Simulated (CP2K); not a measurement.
CP2K run on a (001) slab of CsCaH3 (cut from a parent of space group no. 221; 10 atoms in the cell): self-consistent single point.

Computed with CP2K with LDA (Pade form), GPW, DZVP-MOLOPT-SR-GTH basis, GTH-PADE potentials (GTH_POTENTIALS).

The change in words: vacuum of 30 angstrom (first run: 14 Å). Reference geometry:
```yaml
crystal:
  lattice:
    - [4.59808, 0.00000, 0.00000]
    - [0.00000, 4.59808, 0.00000]
    - [0.00000, 0.00000, 20.89709]
  atoms:
    - { symbol: Cs, position: [0.00000, 0.00000, 0.44499] }
    - { symbol: Ca, position: [0.50000, 0.50000, 0.33498] }
    - { symbol: H, position: [0.50000, 0.00000, 0.33498] }
    - { symbol: H, position: [0.00000, 0.50000, 0.33498] }
    - { symbol: H, position: [0.50000, 0.50000, 0.44499] }
    - { symbol: Cs, position: [0.00000, 0.00000, 0.66502] }
    - { symbol: Ca, position: [0.50000, 0.50000, 0.55501] }
    - { symbol: H, position: [0.50000, 0.00000, 0.55501] }
    - { symbol: H, position: [0.00000, 0.50000, 0.55501] }
    - { symbol: H, position: [0.50000, 0.50000, 0.66502] }
```

Reference input (self-consistent single point, DFT LDA (Pade form), GPW, DZVP-MOLOPT-SR-GTH basis, GTH-PADE potentials (GTH_POTENTIALS)): CUTOFF = 500 Ry; REL_CUTOFF = 40 Ry; SMEAR/METHOD = FERMI_DIRAC; ELECTRONIC_TEMPERATURE = 580.23 K; KPOINTS/SCHEME = MONKHORST-PACK 3 3 1; XC_FUNCTIONAL = PADE; Cs/BASIS_SET = DZVP-MOLOPT-SR-GTH-q9; Cs/POTENTIAL = GTH-PADE-q9; Ca/BASIS_SET = DZVP-MOLOPT-SR-GTH-q10; Ca/POTENTIAL = GTH-PADE-q10; H/BASIS_SET = DZVP-MOLOPT-SR-GTH-q1; H/POTENTIAL = GTH-PADE-q1. This run's input differs from it in these lines:

```diff
@@ -63,3 +63,3 @@
     &CELL
-      ABC 4.59808400 4.59808400 20.89709200
+      ABC 4.59808400 4.59808400 36.89708500
       ALPHA_BETA_GAMMA 90.00000000 90.00000000 90.00000000
@@ -69,12 +69,12 @@
       SCALED
-      Cs       0.00000000     0.00000000     0.44499000
-      Ca       0.50000000     0.50000000     0.33497500
-      H        0.50000000     0.00000000     0.33497500
-      H        0.00000000     0.50000000     0.33497500
-      H        0.50000000     0.50000000     0.44499000
-      Cs       0.00000000     0.00000000     0.66502500
-      Ca       0.50000000     0.50000000     0.55501000
-      H        0.50000000     0.00000000     0.55501000
-      H        0.00000000     0.50000000     0.55501000
-      H        0.50000000     0.50000000     0.66502500
+      Cs       0.00000000     0.00000000     0.46884400
+      Ca       0.50000000     0.50000000     0.40653600
+      H        0.50000000     0.00000000     0.40653600
+      H        0.00000000     0.50000000     0.40653600
+      H        0.50000000     0.50000000     0.46884400
+      Cs       0.00000000     0.00000000     0.59346400
+      Ca       0.50000000     0.50000000     0.53115600
+      H        0.50000000     0.00000000     0.53115600
+      H        0.00000000     0.50000000     0.53115600
+      H        0.50000000     0.50000000     0.59346400
     &END COORD
```

Log, with long lists cut:

```
 SCF WAVEFUNCTION OPTIMIZATION

  Step     Update method      Time    Convergence         Total energy    Change
     1 NoMix/Diag. 0.20E+00      -     2.13595907      -116.9588639460 -1.17E+02
     2 Broy./Diag. 0.20E+00      -     0.01712511      -117.0000308426 -4.12E-02
     3 Broy./Diag. 0.20E+00      -     0.07511938      -117.0751937548 -7.52E-02
     4 Broy./Diag. 0.20E+00      -     0.01649673      -117.2710192398 -1.96E-01
     5 Broy./Diag. 0.20E+00      -     0.04878115      -117.2738130982 -2.79E-03
     6 Broy./Diag. 0.20E+00      -     0.00464976      -117.3051199482 -3.13E-02
   [... 31 lines left out ...]
    38 Broy./Diag. 0.20E+00      -     0.00000050      -117.3605126852 -1.36E-06
    39 Broy./Diag. 0.20E+00      -     0.00000017      -117.3605123600  3.25E-07
    40 Broy./Diag. 0.20E+00      -     0.00000011      -117.3605122368  1.23E-07
    41 Broy./Diag. 0.20E+00      -     0.00000005      -117.3605123346 -9.78E-08
  *** SCF run converged in    41 steps ***

  Overlap energy of the core charge distribution:               0.00000000000000
  Self energy of the core charge distribution:               -237.75527706685577
  Core Hamiltonian energy:                                     52.99070316424180
  Hartree energy:                                              85.77166717448776
  Exchange-correlation energy:                                -18.36760560643194
  Electronic entropic energy:                                  -0.00000000000044
  Fermi energy:                                                -0.05170146627777

  Total energy:                                              -117.36051233455858
  Total energy (extrapolated to T->0):                       -117.36051233455836

   [... lines left out ...]

 STRESS| Analytical stress tensor [bar]
 STRESS|                        x                   y                   z
 STRESS|      x       -9.43863728580E+03   1.46973437817E-05  -7.26296873706E-07
 STRESS|      y        1.46973437817E-05  -9.43863699607E+03  -7.46309424868E-07
 STRESS|      z       -7.26296873706E-07  -7.46309424868E-07  -7.52400325599E+03
 STRESS| 1/3 Trace                                            -8.80042584595E+03
```

The run converged in 41 iterations. Against the reference run the free energy hardly moves (within 1 meV/atom), the largest force goes from 0.633 to 0.608 eV/Å and the gap on the mesh goes from 3.205 to 3.132 eV.

The starting cell comes from a database of computed structures (which also holds hypothetical and non-ambient phases and stackings), without a prior relaxation at this level. The slab is cut from that crystal, and its faces are unrelaxed. Its lattice was rescaled by up to half a per cent. The two faces of this cut differ, and no dipole correction was used. Values carry the incompleteness of an atom-centred basis.

Cost on one core of a shared machine: roughly 2 min.
